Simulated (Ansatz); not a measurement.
The starting structures come from a database of crystals and need not be the phases stable at ambient conditions.

The decay constant κ of evanescent states in the gap governs leakage through a thin film.

```
WTe2
1.0
    3.49990     0.00000     0.00000
   -1.74995     3.03100     0.00000
    0.00000     0.00000    13.74279
Te W
4 2
Direct
  0.33333   0.66667   0.88284
  0.66667   0.33333   0.11716
  0.66667   0.33333   0.38284
  0.33333   0.66667   0.61716
  0.33333   0.66667   0.25000
  0.66667   0.33333   0.75000
```

The cell was relaxed by PBE-D3(BJ); by PBEsol it stands under a pressure of -0.7 GPa.

Transport runs along the normal of the first two printed cell vectors, the (001) plane of the conventional cell.

The gap is the functional's own, uncorrected, and κ follows it; spin-orbit coupling is left out. Mid-gap means the computed energy nearest the middle.

### Question
Predict the band gap and the smallest decay constant κ at mid-gap from PBEsol (Ansatz, a first-principles code).

### Answer
Gap 0.75 eV on a 12×12×4 mesh; κ = 0.146 1/Å, at (0.333, 0.333) of the in-plane reciprocal vectors. At the zone centre the slowest state has κ = 0.46 1/Å.
